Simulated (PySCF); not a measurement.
PySCF 2.14.0, TPSSH/def2-svp, df: C[SiH2]C#C[Si](C)(C)C, 22 atoms. The geometry is a generated start, not checked to be a minimum at this level.

```json
{
  "task": "energy",
  "method": "tpssh",
  "basis": "def2-svp",
  "two_electron_scheme": "density fitting",
  "mol.max_memory": "3000 MB",
  "mf.max_cycle": "100",
  "mf.conv_tol": "1e-09 (default)",
  "mf.grids.level": "3 (default)",
  "basis_functions": "190",
  "grid_points": "260384"
}
```

```xyz
22

Si     3.1628     1.0770    -0.2465
C      4.1796    -0.5120    -0.4792
C      1.3719     0.6276    -0.1083
C      0.2013     0.3348     0.0009
Si    -1.6071    -0.0750     0.1612
C     -2.5637     1.5595     0.3859
C     -1.8380    -1.2004     1.6831
C     -2.1743    -0.9668    -1.4259
H      3.3345     1.9636    -1.4066
H      3.5625     1.7618     0.9918
H      4.0623    -1.1816     0.3683
H      3.8678    -1.0498    -1.3697
H      5.2374    -0.2875    -0.5810
H     -2.2290     2.0899     1.2725
H     -2.4158     2.2178    -0.4648
H     -3.6318     1.3879     0.4890
H     -1.2569    -2.1122     1.5882
H     -1.5167    -0.6996     2.5918
H     -2.8784    -1.4847     1.8149
H     -2.0419    -0.3330    -2.2984
H     -3.2237    -1.2421    -1.3749
H     -1.6030    -1.8748    -1.5921
```

With the defaults (mf.DIIS = CDIIS, mf.diis = true, mf.init_guess = minao, mf.diis_space = 8, mf.level_shift = 0) it converges in 12 Fock builds. One run each on 2 threads, 1 BLAS thread, with these changes:
- mf.level_shift = 0.1 Hartree
- mf.diis = false
- mf.DIIS = EDIIS
- mf.diis_space = 20
- mf.diis_space = 5
- mf.init_guess = 1e
- mf.DIIS = ADIIS
- mf.init_guess = mod_huckel
- mf.diis_space = 12

Which runs fail or end elsewhere than the default run?

No convergence: mf.DIIS = EDIIS; mf.diis = false (the run ends without SCF convergence in 100 cycles). The rest reach the solution of the defaults.

| setting | Fock builds | end |
|---|---|---|
| the defaults | 12 | same solution |
| mf.diis_space = 20 | 12 | same solution |
| mf.level_shift = 0.1 Hartree | 12 | same solution |
| mf.diis_space = 12 | 12 | same solution |
| mf.diis_space = 5 | 12 | same solution |
| mf.init_guess = mod_huckel | 13 | same solution |
| mf.init_guess = 1e | 20 | same solution |
| mf.DIIS = ADIIS | 22 | same solution |
| mf.DIIS = EDIIS | 101 | no convergence |
| mf.diis = false | 101 | no convergence |
